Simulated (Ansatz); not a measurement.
Take Zr3N4 (space group I-43d, No. 220) as the base.

```yaml
crystal:
  lattice:
    - [-3.35134, 3.35134, 3.35134]
    - [3.35134, -3.35134, 3.35134]
    - [3.35134, 3.35134, -3.35134]
  atoms:
    - { symbol: Zr, position: [0.87500, 0.12500, 0.75000] }
    - { symbol: Zr, position: [0.62500, 0.37500, 0.25000] }
    - { symbol: Zr, position: [0.75000, 0.87500, 0.12500] }
    - { symbol: Zr, position: [0.25000, 0.62500, 0.37500] }
    - { symbol: Zr, position: [0.12500, 0.75000, 0.87500] }
    - { symbol: Zr, position: [0.37500, 0.25000, 0.62500] }
    - { symbol: N, position: [0.64175, 0.64175, 0.64175] }
    - { symbol: N, position: [0.35825, 0.50000, 0.00000] }
    - { symbol: N, position: [0.50000, 0.00000, 0.85825] }
    - { symbol: N, position: [0.00000, 0.35825, 0.50000] }
    - { symbol: N, position: [0.85825, 0.50000, 0.00000] }
    - { symbol: N, position: [0.14175, 0.14175, 0.14175] }
    - { symbol: N, position: [0.00000, 0.85825, 0.50000] }
    - { symbol: N, position: [0.50000, 0.00000, 0.35825] }
```

Cartesian axes are those of the cell as printed.

The values are results of PBEsol (Ansatz, an electronic-structure program), without spin-orbit coupling, not measurements.

For the base:

```
Property   Result
--------  -------
Band gap  0.75 eV
```

The change: biaxial strain −4.66 %, plane normal [001], relaxed out of plane (Cartesian); in-plane vectors clamped, the third vector and the atoms free.

Problem. What does the calculation give for the band gap after the change?

Solution. The band gap falls by 0.135 eV (0.75 eV → 0.62 eV).

Problem. What happens to the out-of-plane strain?

Solution. The out-of-plane strain is +3.59 %.

No phonon test of stability was made.
